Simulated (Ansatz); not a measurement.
For LaAu (Cmcm, No. 63; start mp-1002136), LDA (Ansatz, an electronic-structure program, PAW) gives:

```
Item                           Result
---------------------  --------------
volume per atom         25.89 Å³/atom
enthalpy of formation  -0.791 eV/atom
```

Q: What does PBEsol (PAW; Ansatz) give for the same quantities?

A: 
- equilibrium volume per atom: 26.64 Å³/atom (grows by 2.9 %)
- formation enthalpy: -0.784 eV/atom (moves by +0.007 eV/atom)

Changes are worked out from the printed values.

Unless a cell is named, each level is at its own relaxed cell (LDA 25.89, PBEsol 26.64 Å³/atom).

Levels without +SOC leave out spin–orbit coupling, which shifts energies and cells of such heavy elements.

Caveats: the relaxation could not lower the start's symmetry, so the cell can be a saddle point above a distorted one (LDA, PBEsol). Ansatz's density-functional and Hartree–Fock values are scalar-relativistic unless marked +SOC, with PAW data made under PBE.

A start named mp-… is a Materials Project structure, which can be a computed phase never made.
